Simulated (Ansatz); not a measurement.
Response to strain in Rh

Base system: Rh in the fcc (Cu type) structure (space group Fm-3m, No. 225; a = 3.755 Å; relaxed with 0.1 eV smearing). Axes: x, y, z lie along the cube axes.

Strains are applied to the cell and any free atomic positions relax; under biaxial strain the out-of-plane vector relaxes too.

The values are results of DFT with LDA, PAW potentials and a 420 eV plane-wave cutoff in Ansatz (a program for electronic structure), no SOC, not measurements.

Notes on the quantities. pressure: mean of the normal stresses, compression positive.

```json
[
 {"case": "base", "ratio −ε⊥/ε∥": "–", "pressure": "0.0 GPa"},
 {"case": "biaxial strain −2.50 %, plane normal [111], relaxed out of plane", "ratio −ε⊥/ε∥": "…", "pressure": "…"},
 {"case": "biaxial strain −2.08 %, plane normal [111], relaxed out of plane", "ratio −ε⊥/ε∥": "0.57", "pressure": "10.8 GPa"},
 {"case": "biaxial strain −1.25 %, plane normal [111], relaxed out of plane", "ratio −ε⊥/ε∥": "0.56", "pressure": "6.2 GPa"},
 {"case": "biaxial strain −0.83 %, plane normal [111], relaxed out of plane", "ratio −ε⊥/ε∥": "0.56", "pressure": "4.0 GPa"},
 {"case": "biaxial strain −0.42 %, plane normal [111], relaxed out of plane", "ratio −ε⊥/ε∥": "–", "pressure": "2.0 GPa"},
 {"case": "biaxial strain +0.42 %, plane normal [111], relaxed out of plane", "ratio −ε⊥/ε∥": "–", "pressure": "-1.9 GPa"},
 {"case": "biaxial strain +0.83 %, plane normal [111], relaxed out of plane", "ratio −ε⊥/ε∥": "0.55", "pressure": "-3.6 GPa"},
 {"case": "biaxial strain +1.67 %, plane normal [111], relaxed out of plane", "ratio −ε⊥/ε∥": "0.55", "pressure": "-6.8 GPa"},
 {"case": "biaxial strain +2.50 %, plane normal [111], relaxed out of plane", "ratio −ε⊥/ε∥": "0.54", "pressure": "-9.7 GPa"}
]
```

Q: Some entries are withheld; estimate them.

A: 
- biaxial strain −2.50 %, plane normal [111], relaxed out of plane, ratio −ε⊥/ε∥: 0.58
- biaxial strain −2.50 %, plane normal [111], relaxed out of plane, pressure: 13.3 GPa

Stability against distortions was not tested. All final runs are without spin polarisation. Rh lies near a magnetic instability that expansion can trigger; it was not tested.
